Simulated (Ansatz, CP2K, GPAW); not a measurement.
One structure in several programs: a (001) slab of Ca (cut from a parent of space group no. 225; 4 atoms in the cell)

Self-consistent single point.

```xyz
4
Lattice="3.9008 0.0000 0.0000 -3.9008 3.9008 0.0000 0.0000 0.0000 22.3653" Properties=species:S:1:pos:R:3 pbc="T T T"
Ca     0.0000     0.0000     9.7884
Ca     1.9504     1.9504     7.0000
Ca     0.0000     0.0000    15.3653
Ca     1.9504     1.9504    12.5769
```

Shared settings, as Ansatz (an electronic-structure program) writes them: kpoints.mp_grid.grid = 9 9 1; scf.occupations.method = fermi_dirac; scf.occupations.width = 0.1 eV. Potentials and cutoffs stand in the table.

```
code                                                                         model  largest force (eV/Å)       cutoff
------  --------------------------------------------------------------------------  --------------------  -----------
CP2K    PBEsol, GPW, DZVP-MOLOPT-SR-GTH basis, GTH-PBE potentials (GTH_POTENTIALS)                 0.074  grid 500 Ry
Ansatz                                     PBEsol, default PAW files made with PBE                 0.157      default
GPAW                         PBEsol, GPAW PAW datasets PBEsol (made by gpaw-setup)                 0.149       600 eV
```

Size of the force on each atom (eV/Å): Sizes of forces hide their directions.

| code | Ca1 | Ca2 | Ca3 | Ca4 |
|---|---|---|---|---|
| CP2K | 0.074 | 0.054 | 0.054 | 0.074 |
| Ansatz | 0.085 | 0.157 | 0.157 | 0.085 |
| GPAW | 0.085 | 0.149 | 0.149 | 0.085 |

The spread over the programs that give each value: largest force within 0.083 eV/Å.

CP2K uses small atom-centred bases, whose incompleteness enters pressures, forces and empty levels differently from a plane-wave cutoff. In the force vectors, CP2K (by 0.099) lies more than 0.08 eV/Å from the median of the plane-wave programs.

The starting cell comes from a database of computed structures (which also holds hypothetical and non-ambient phases and stackings), without a prior relaxation at this level. The slab is cut from that crystal, and its faces are unrelaxed. Its lattice was rescaled in the plane by a random factor within 2.5 % of one.

Keys are those of Ansatz 0.2.
